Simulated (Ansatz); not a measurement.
Ansatz (a quantum-chemistry and plane-wave program) run on PdAu₃ (P1, 4 atoms in the cell): self-consistent single point.

Method of the run: PBEsol, PAW files made with PBE (plane waves; Ansatz).

The change in words: atoms moved at random. Reference geometry:
```
PdAu3
1.0
    4.07108     0.00000     0.00000
    0.00000     4.07108     0.00000
    0.00000     0.00000     4.07108
Pd Au
1 3
Direct
  0.00000   0.00000   0.00000
  0.00000   0.50000   0.50000
  0.50000   0.00000   0.50000
  0.50000   0.50000   0.00000
```

Reference input (self-consistent single point, DFT, PBEsol, plane waves, PAW files made with PBE): basis.ecutwfc = 30.9 Ry; kpoints.mp_grid.grid = 11 11 11; hamiltonian.xc = pbesol; hamiltonian.pseudopotentials = {kind: paw} (the program's default PAW files); scf.occupations.method = gaussian; scf.occupations.width = 0.02 Ry. This run's input differs from it in these lines:

Ansatz 0.2 input:
```diff
@@ -6,6 +6,6 @@
   atoms:
-    - { symbol: Pd, position: [0.000000, 0.000000, 0.000000] }
-    - { symbol: Au, position: [0.000000, 0.500000, 0.500000] }
-    - { symbol: Au, position: [0.500000, 0.000000, 0.500000] }
-    - { symbol: Au, position: [0.500000, 0.500000, 0.000000] }
+    - { symbol: Pd, position: [-0.005412, 0.006915, 0.027285] }
+    - { symbol: Au, position: [-0.011785, 0.497650, 0.481015] }
+    - { symbol: Au, position: [0.500560, -0.010280, 0.488286] }
+    - { symbol: Au, position: [0.516637, 0.505716, 0.003414] }
 basis:
```

The program printed (abridged):

```
SCF iter   1: F=—  HF=-45935.268361 eV  |F-HF|=—  |Δ(HF+E_count)|=         —  Δρ=9.24e-2  dr2=6.98e0  ethr=3.10e-3  ⟨swp⟩=4.8  Hψ=92968  notcnv=0
all-band conjugate gradients solve this SCF's bands
preconditioner: auto → Kerker (q_TF=auto, 2.777 Å⁻¹)
SCF iter   2: F=—  HF=-45933.868479 eV  |F-HF|=—  |Δ(HF+E_count)|=    1.40e0  Δρ=4.79e-2  dr2=1.97e0  ethr=3.10e-3  ⟨swp⟩=2.2  Hψ=50351  notcnv=0  defer=1265
   [... lines left out ...]
SCF iter   6: F=—  HF=-45933.332719 eV  |F-HF|=—  |Δ(HF+E_count)|=   8.70e-5  Δρ=2.17e-4  dr2=2.76e-5  ethr=5.64e-7  ⟨swp⟩=2.5  Hψ=46430  notcnv=0  defer=1266
SCF iter   7: F=—  HF=-45933.332708 eV  |F-HF|=—  |Δ(HF+E_count)|=   1.10e-5  Δρ=5.65e-5  dr2=2.50e-6  ethr=3.68e-8  ⟨swp⟩=2.0  Hψ=51693  notcnv=0  defer=1266
SCF iter   8: F=—  HF=-45933.332708 eV  |F-HF|=—  |Δ(HF+E_count)|=   2.73e-7  Δρ=1.50e-5  dr2=1.64e-7  ethr=3.33e-9  ⟨swp⟩=2.5  Hψ=46419  notcnv=0  defer=1266
SCF iter   9: F=-45933.332708 eV  HF=-45933.332708 eV  |F-HF|=1.19e-8  |Δ(HF+E_count)|=   1.77e-8  Δρ=5.22e-6  dr2=1.76e-8  ethr=1.33e-10  ⟨swp⟩=10.1  Hψ=126940  notcnv=0
SCF 1 converged in 9 iterations: F = -45933.332708 eV  dr2 = 1.76e-8
Free energy (F): -45933.332708 eV
Internal energy: -45933.277275 eV  (E = F + TS)
E sigma→0 (E₀):  -45933.304991 eV
Entropy (-TS):   -0.055433 eV (-13.858 meV/atom)
Fermi energy:    19.304419 eV
--- Forces (eV/Å), atoms counted from 1 ---
  atom   1  Pd     0.43343059    -0.12289405    -1.16324990
  atom   2  Au     0.68316404    -0.00311635     1.05831125
  atom   3  Au    -0.37169188     0.34209859     0.84716330
  atom   4  Au    -0.74490042    -0.21609030    -0.74223359
--- Stress (GPa, compression-positive) ---
       -3.194044      -0.195651       0.384831
       -0.195651      -3.028112       0.540216
        0.384831       0.540216      -2.889954
  P = ⅓ Tr σ = -3.0374 GPa (-30.374 kbar)
  The stress holds the Pulay correction. Without it, at fixed plane waves, as pw.x and ABINIT print it: P = -3.0815 GPa
```

The run converged in 9 iterations. Against the reference run the free energy rises by 46.3 meV/atom, the pressure goes from -5.33 to -3.04 GPa and the largest force goes from 0.000 to 1.260 eV/Å.

The starting cell comes from a database of computed structures (which also holds hypothetical and non-ambient phases and stackings), without a prior relaxation at this level. For this run, on top of that: atoms moved at random. Spin polarisation is off. With a pressure of about -3 GPa the cell is away from its equilibrium volume at this level. Forces in this geometry exceed 1 eV/Å. Ansatz's pressure includes its estimate of the finite-basis (Pulay) stress.

Cost on one core of a shared machine: roughly 2 min.
